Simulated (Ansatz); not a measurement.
## Mg, response to strain

Start from Mg in the hcp (Mg type) structure (space group P6_3/mmc, No. 194; a = 3.175 Å, c = 5.163 Å; relaxed with 0.1 eV smearing). Axes: x lies along a and z along c of the hexagonal cell.

Strains are applied to the cell and any free atomic positions relax; under biaxial strain the out-of-plane vector relaxes too.

All numbers come from PBEsol (Ansatz, a first-principles code; PAW; 420 eV plane waves; scalar-relativistic without spin-orbit coupling).

Notes on the quantities. in-plane stress: mean in-plane stress (compression positive).

```tsv
change	volume per atom	in-plane stress
base	22.54 Å³	–
biaxial strain −3.00 %, plane normal [001], relaxed out of plane	21.54 Å³	+3.0 GPa
biaxial strain −2.00 %, plane normal [001], relaxed out of plane	21.88 Å³	+1.9 GPa
biaxial strain −1.00 %, plane normal [001], relaxed out of plane	22.21 Å³	+0.9 GPa
biaxial strain −0.50 %, plane normal [001], relaxed out of plane	22.37 Å³	+0.4 GPa
biaxial strain +0.50 %, plane normal [001], relaxed out of plane	22.70 Å³	-0.4 GPa
biaxial strain +1.00 %, plane normal [001], relaxed out of plane	22.85 Å³	-0.7 GPa
biaxial strain +2.00 %, plane normal [001], relaxed out of plane	23.16 Å³	-1.4 GPa
biaxial strain +2.50 %, plane normal [001], relaxed out of plane	23.31 Å³	-1.7 GPa
biaxial strain +3.00 %, plane normal [001], relaxed out of plane	23.46 Å³	-2.0 GPa
```

No phonon test of stability was made.
